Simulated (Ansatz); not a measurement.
The starting structures come from a database of crystals and need not be the phases stable at ambient conditions.

 Where the default PAW files enter, the runs use the earlier of Ansatz's two default sets.

Inside the gap of an insulator the Bloch states are evanescent, with a wavenumber k + iκ along the transport direction.

Here is the system:

```yaml
crystal:
  lattice:
    - [2.69349, 0.00000, 0.00000]
    - [0.00000, 4.23317, 0.00000]
    - [0.00000, 0.00000, 4.10617]
  atoms:
    - { symbol: Si, position: [0.50000, 0.50000, 0.50000] }
    - { symbol: Si, position: [0.00000, 0.00000, 0.00000] }
    - { symbol: O, position: [0.00000, 0.69316, 0.69316] }
    - { symbol: O, position: [0.00000, 0.30684, 0.30684] }
    - { symbol: O, position: [0.50000, 0.19316, 0.80684] }
    - { symbol: O, position: [0.50000, 0.80684, 0.19316] }
```

Space group of this cell: Pnnm. The cell is strained (lengths along the current scaled by 0.97, ions clamped); by r2SCAN its mean pressure is -0.8 GPa.

Transport runs along the normal of the first two printed cell vectors.

The gap is the functional's own. No spin-orbit coupling. Mid-gap values are interpolated on the energy grid.

Q: Compute, with Ansatz (an electronic-structure program) with r2SCAN, the band gap and the smallest decay constant κ at mid-gap.

A: Gap 6.45 eV on a 12×8×8 mesh; κ = 0.436 1/Å, at the zone centre.
